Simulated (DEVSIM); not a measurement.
System: Ni/SiO2/n-Ge capacitor, at 300 K.

```tsv
layer (left to right)	material	thickness (nm)	Nd (cm⁻³)
1	SiO2	3.30	-
2	Ge	4200	2e16
```

Metal gate on the left, work function 5.1 eV. Fixed charge at the semiconductor interface -3.5e11 cm⁻² (in units of +e); no interface traps.

This is a model device: material constants are rounded textbook-type values typed into the input, and sizes, dopings and lifetimes were drawn at random. Values at 300 K.

| parameter | SiO2 | Ge |
|---|---|---|
| gap (eV) | 9 | 0.664 |
| affinity (eV) | 0.9 | 4 |
| permittivity | 3.9 | 16 |
| Nc (cm⁻³) | - | 1.04e19 |
| Nv (cm⁻³) | - | 6e18 |

Model (solved in DEVSIM): 1D Poisson equation in equilibrium, Boltzmann statistics, complete ionisation; no quantum confinement or tunnelling. Metal contacts follow the ideal Schottky-Mott rule: no Fermi-level pinning, no interface dipoles.

The gate work function was swept, all else fixed.

```
gate work function (eV)  threshold voltage (band bending 2φF) (V)  flat-band voltage (V)
-----------------------  ----------------------------------------  ---------------------
4.8                                                          0.28                   0.69
4.95                                                         0.43                   0.84
5.1                                                          0.58                   0.99
5.25                                                         0.73                   1.14
5.4                                                          0.88                   1.29
```

From the first row to the last the threshold voltage (band bending 2φF) goes from 0.28 to 0.88. From the first row to the last the flat-band voltage goes from 0.69 to 1.29.
